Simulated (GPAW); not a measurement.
Worked example: self-consistent single point of Mo (Im-3m, 1 atom in the cell) in GPAW.

Computed with LDA (Perdew-Wang 92), GPAW PAW datasets LDA (gpaw-data 1.0.1) (plane waves; GPAW).

```xyz
1
Lattice="-1.5750 1.5750 1.5750 1.5750 -1.5750 1.5750 1.5750 1.5750 -1.5750" Properties=species:S:1:pos:R:3 pbc="T T T"
Mo     0.0000     0.0000     0.0000
```

Reference input (self-consistent single point, DFT PBE, plane waves, GPAW PAW datasets PBE (gpaw-data 1.0.1)): mode = pw; ecut = 600 eV; xc = PBE; kpts = 10 10 10; mesh shift (steps) = 0 0 0; occupations.name = methfessel-paxton; occupations.width = 0.05 eV; occupations.order = 0; nbands = -7; symmetry.symmorphic = false; symmetry.tolerance = 0.0005; maxiter = 120. This run's input differs from it in these lines:

```diff
@@ -12,3 +12,3 @@
 calc = GPAW(mode=PW(600),
-            xc='PBE',
+            xc='LDA',
             kpts={'size': (10, 10, 10), 'gamma': True},
```

Its files differ too (potentials: GPAW PAW datasets LDA (gpaw-data 1.0.1)).

Output (repeated stretches shortened):

```
     iter     time        total  log10-change:
                         energy   eigst   dens
iter:   1 --:--:--   -13.449513
iter:   2 --:--:--   -13.302941   -0.88  -1.17
iter:   3 --:--:--   -12.525711   -0.95  -1.21
iter:   4 --:--:--   -12.521065   -2.81  -1.92
iter:   5 --:--:--   -12.501339   -2.42  -1.94
iter:   6 --:--:--   -12.493156   -3.64  -2.32
iter:   7 --:--:--   -12.495387   -4.35  -2.84
iter:   8 --:--:--   -12.492451c  -3.88  -2.55
iter:   9 --:--:--   -12.492436c  -5.31  -3.51
iter:  10 --:--:--   -12.492439c  -6.85  -3.93
iter:  11 --:--:--   -12.492437c  -7.05  -3.90
iter:  12 --:--:--   -12.492437c  -8.84c -4.51c
Converged after 12 iterations.

Dipole moment: (-0.000000, 0.000000, 0.000000) |e|*Ang

Energy contributions relative to reference atoms: (reference = -110019.813038)

Kinetic:        -13.835608
Potential:       +8.314211
External:        +0.000000
XC:              -6.751546
Entropy (-ST):   -0.001288
Local:           -0.218850
SIC:             +0.000000
--------------------------
Free energy:    -12.493081
Extrapolated:   -12.492437

Showing only first 2 kpts
 Kpt  Band  Eigenvalues  Occupancy
  0     5     11.92831    2.00000
  0     6     11.92831    2.00000
  0     7     11.92831    2.00000
  0     8     14.88012    0.00000

  1     5     11.69083    2.00000
  1     6     11.87830    2.00000
  1     7     12.33755    2.00000
  1     8     14.56731    0.00000

Fermi level: 13.39348

No gap
No difference between direct/indirect transitions
Energy (eV): -12.492437

Forces in eV/Ang:
  0 Mo    0.00000    0.00000   -0.00000

Stress tensor:
     0.072008     0.000000    -0.000000
     0.000000     0.072008     0.000000
    -0.000000     0.000000     0.072008
Stress (GPa, Voigt): [11.537 11.537 11.537  0.    -0.     0.   ]
```

The run converged in 12 iterations. GPAW prints stress with tension positive. Against the reference run the pressure goes from 1.61 to -11.54 GPa.

The starting cell has typed, rounded lattice constants, without a prior relaxation at this level. Spin polarisation is off. With a pressure of about -12 GPa the cell is away from its equilibrium volume at this level.
